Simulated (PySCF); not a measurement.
A self-consistent single point of AlAs (F-43m, 2 atoms in the cell) with PySCF.

Method of the run: LDA, Gaussian basis gth-dzvp-molopt-sr, GTH pseudopotentials gth-pade, FFT density fitting with multigrid run with PySCF.

```
AlAs
1.0
    0.00000     2.83000     2.83000
    2.83000     0.00000     2.83000
    2.83000     2.83000     0.00000
Al As
1 1
Cartesian
  0.00000   0.00000   0.00000
  1.41500   1.41500   1.41500
```

Reference input (self-consistent single point, DFT PBE, Gaussian basis gth-dzvp-molopt-sr, GTH pseudopotentials gth-pbe, FFT density fitting with multigrid): cell.basis = gth-dzvp-molopt-sr; cell.pseudo = gth-pbe; cell.ke_cutoff = 50 Ha; make_kpts mesh = 8 8 8; mf.xc = pbe; smearing.sigma = 0.00183747 Ha; smearing.method = fermi; cell.precision = 1e-06; solver class = KRKS; density fitting = multigrid_numint; mf.conv_tol = 1e-07 Ha; mf.max_cycle = 60. This run's input differs from it in these lines:

```diff
@@ -13,3 +13,3 @@
     basis='gth-dzvp-molopt-sr',
-    pseudo='gth-pbe',
+    pseudo='gth-pade',
     ke_cutoff=50,
@@ -22,3 +22,3 @@
 kdft = dft.KRKS(cell, kpts).multigrid_numint()
-kdft.xc = 'pbe'
+kdft.xc = 'LDA,PW'
 kdft.conv_tol = 1e-07
```

Output, abridged:

```
init E= -8.44504670722265
    sigma = 0.00183747  Optimized mu = 0.196486024443  entropy = 4.58860343578e-09
nelec by numeric integration = 7.999999999999563
    Total E(T) = -8.50001309771894  Free energy = -8.50001309772737  E0 = -8.50001309772316
cycle= 1 E= -8.50001309771894  delta_E= -0.055  |g|= 1.99  |ddm|= 51.6
    sigma = 0.00183747  Optimized mu = 0.198956075366  entropy = 2.88566274799e-08
nelec by numeric integration = 7.999999999999496
    Total E(T) = -8.50438976672286  Free energy = -8.50438976677588  E0 = -8.50438976674937
cycle= 2 E= -8.50438976672286  delta_E= -0.00438  |g|= 0.891  |ddm|= 3.47
   [... lines left out ...]
cycle= 7 E= -8.5054255471448  delta_E= -2.3e-05  |g|= 0.00221  |ddm|= 0.385
    sigma = 0.00183747  Optimized mu = 0.199695860269  entropy = 8.66651777876e-08
nelec by numeric integration = 7.999999999999473
    Total E(T) = -8.50542555512643  Free energy = -8.50542555528568  E0 = -8.50542555520606
cycle= 8 E= -8.50542555512643  delta_E= -7.98e-09  |g|= 5.76e-06  |ddm|= 0.00912
    sigma = 0.00183747  Optimized mu = 0.199695851362  entropy = 8.66677012245e-08
nelec by numeric integration = 7.999999999999473
    Total E(T) = -8.50542555512646  Free energy = -8.50542555528571  E0 = -8.50542555520608
Extra cycle  E= -8.50542555512646  delta_E= -2.31e-14  |g|= 4.58e-06  |ddm|= 3.26e-05
converged SCF energy = -8.50542555512646
electrons per cell = 8.000000
highest filled level = 0.170975 Ha, lowest empty level = 0.227911 Ha
```

The run converged in 8 iterations. Against the reference run the gap on the mesh goes from 1.613 to 1.549 eV.

The starting cell has typed, rounded lattice constants, without a prior relaxation at this level. Values carry the incompleteness of an atom-centred basis.

Cost on one core of a shared machine: roughly 5 min.
